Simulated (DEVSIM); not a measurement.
Device: Si n-i-p diode, at 300 K.

```csv
layer (left to right),material,thickness (μm),Nd (cm⁻³),Na (cm⁻³),τn (s),τp (s)
1,Si,0.580,4.9e17,-,5.5e-5,5.5e-5
2,Si,0.950,-,8.3e12,5.5e-5,5.5e-5
3,Si,0.420,-,1.4e17,5.5e-5,5.5e-5
```

Left contact: ohmic. Right contact: ohmic. Voltage is applied to the left contact. Recombination: SRH at mid-gap. Mobility is μmin + (μ − μmin)/(1 + (N/Nref)^α).

This is a model device: material constants are rounded textbook-type values typed into the input, and sizes, dopings and lifetimes were drawn at random. Values at 300 K.

```
parameter           Si
-------------  -------
gap (eV)         1.124
affinity (eV)     4.05
permittivity      11.7
Nc (cm⁻³)      2.86e19
Nv (cm⁻³)       3.1e19
μn (cm²/Vs)       1417
μp (cm²/Vs)        470
μn,min              52
μp,min              45
Nref,n          9.7e16
Nref,p          2.2e17
αn                0.68
αp                0.72
```

DEVSIM, 1D drift-diffusion, Boltzmann statistics, complete ionisation; no tunnelling, impact ionisation, image-force lowering or self-heating.

Q: Tabulate band edges, carrier densities and field at zero bias.

A: Energies count from the Fermi level of the right contact; mesh points crowd at the junctions.

```tsv
x (μm)	Ec (eV)	Ev (eV)	n (cm⁻³)	p (cm⁻³)	field (V/cm)
0.000	0.105	-1.019	4.9e17	240	≈ 0
0.02520	0.105	-1.019	4.9e17	240	≈ 0
0.07457	0.105	-1.019	4.9e17	240	≈ 0
0.1713	0.105	-1.019	4.9e17	240	≈ 0
0.3966	0.105	-1.019	4.9e17	240	≈ 0
0.4993	0.105	-1.019	4.9e17	240	≈ 0
0.5496	0.105	-1.019	4.9e17	240	310
0.5831	0.143	-0.981	1.1e17	1000	31000
0.6118	0.198	-0.926	1.4e16	8500	13000
0.6693	0.255	-0.869	1.5e15	79000	8500
0.7848	0.348	-0.776	4.1e13	2800000	7800
1.110	0.600	-0.524	2.4e9	4.9e10	7700
1.333	0.773	-0.351	2900000	4.0e13	7700
1.445	0.861	-0.263	98000	1.2e15	8300
1.512	0.927	-0.197	7700	1.5e16	13000
1.533	0.963	-0.161	1900	6.2e16	17000
1.559	0.982	-0.142	910	1.3e17	2100
1.610	0.984	-0.140	830	1.4e17	20
1.748	0.984	-0.140	830	1.4e17	≈ 0
1.858	0.984	-0.140	830	1.4e17	≈ 0
1.915	0.984	-0.140	830	1.4e17	≈ 0
1.950	0.984	-0.140	830	1.4e17	≈ 0
```
